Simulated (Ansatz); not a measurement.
Take Si in the diamond structure (space group Fd-3m, No. 227; a = 5.4441 Å) as the base.

Perturbation: hydrostatic tension (pressure −2 GPa).

Levels (all Ansatz, a quantum-chemistry and plane-wave program, PAW, earlier PAW set): r2SCAN (500 eV, without spin-orbit coupling); HSE06 (420 eV, scalar-relativistic without spin-orbit coupling).

The geometry is relaxed with r2SCAN.

| Item | Value |
|---|---|
| r2SCAN band gap | 0.81 eV |

**Question.** What does HSE06 give at this geometry for the band gap?

**Answer.** The band gap goes up by 0.37 eV to 1.18 eV.

Single points use the geometry relaxed with r2SCAN. Their cutoffs differ, which shifts pressures a little. HSE06 was sampled on its mesh, a few special points and the semilocal edge points, so its gap is an upper bound. Load acts through the strain it causes; cell and atoms are relaxed under it. No phonon test of stability was made.
